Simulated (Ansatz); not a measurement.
Terminations of the (111) surface of fcc Pd, measured from the surface 'clean 1x1'. Atoms come from or go to: Al: fcc Al, In: tetragonal indium, Mg: hcp Mg, Pd: fcc Pd, Pt: fcc Pt, Re: hcp Re, Ru: hcp Ru, Sn: beta tin, Ti: hcp Ti. ΔE is the energy of forming the row's surface from that one (negative: more stable at these reservoirs); the vacuum level's shift is aligned on the shared bottom. No zero-point or thermal terms. These are constructed structures in small cells; real faces may alloy, dewet or reconstruct in larger ones, and not all known structures of the face are among them. Slabs of about 11 Å with all that they carry, Fermi-Dirac smearing of 0.1 eV. Bottom of the slabs: a bare face, its two planes held. Relaxed from the named starts with such symmetry as they have, on meshes of like density; energies extrapolated to zero smearing; no spin-orbit coupling, no U. Spin-polarised runs, if any, are marked in brackets, and their order is one that fits the cell; the others ran without spin. A dash marks a value that is undefined for that row (no clear gap, or no work function of a gapped slab) or was not read reliably on its mesh.

Calculation: PBE (plane waves to 420 eV, PAW; Ansatz, a quantum-chemistry and plane-wave program).

| surface | atoms added per 1x1 | ΔE per 1x1 (eV) | shift of the vacuum level (eV) | work function (eV) |
|---|---|---|---|---|
| a pseudomorphic layer of Pt in the host's stacking | +1 Pt | -0.04 | 0.50 | 5.72 |
| (√3x√3)R30° surface alloy, Ti on one Pd site of the top plane | -0.333 Pd, +0.333 Ti | -0.75 | -0.48 | 4.74 |
| a layer of Ru in place of the third plane | -1 Pd, +1 Ru | ? | -0.07 | 5.17 |
| a pseudomorphic layer of Mg in the host's stacking | +1 Mg | ? | -1.12 | 4.10 |
| a pseudomorphic layer of Al in the host's stacking | +1 Al | ? | -0.75 | 4.48 |
| a layer of Sn in place of the second plane | -1 Pd, +1 Sn | 0.31 | -0.16 | 5.06 |
| a layer of In in place of the second plane | +1 In, -1 Pd | ? | -0.36 | 4.85 |
| a pseudomorphic layer of Re in the host's stacking | +1 Re | 0.82 | 0.30 | 5.52 |

Fill in the missing entries.


- a layer of Ru in place of the third plane, ΔE per 1x1 (eV): 0.28
- a pseudomorphic layer of Mg in the host's stacking, ΔE per 1x1 (eV): -0.61
- a pseudomorphic layer of Al in the host's stacking, ΔE per 1x1 (eV): -0.97
- a layer of In in place of the second plane, ΔE per 1x1 (eV): -0.11
